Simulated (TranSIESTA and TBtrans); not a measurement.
Run with TranSIESTA and TBtrans (open boundaries, self-consistent; PseudoDojo norm-conserving potentials, scalar-relativistic): PAO.BasisSize DZP, PAO.EnergyShift 0.15 eV, XC.Authors PBE, Mesh.Cutoff 200 Ry, ElectronicTemperature 300 K, TS.Voltage 0.0 eV, TBT.Elecs.Eta 0.001 eV, no spin polarisation.

System: Ga chain with one Na atom in place of Ga. Leads: straight Ga chain, spacing 2.55 Å. Geometry: 3 atoms about the centre moved by SIESTA (PBE, DZP) to a largest force of 0.01 eV/Å, all others as built, motion along the axis alone.

**Question.** Give the largest eigenchannel transmissions at the Fermi level (four at most) and the total.

**Answer.** 0.21, 0.076, 0.076; total 0.36. The straight chain is held at its spacing; free chains may zigzag or dimerise. No spin-polarised start was tried, so a magnetic state, if there is one, is missed.
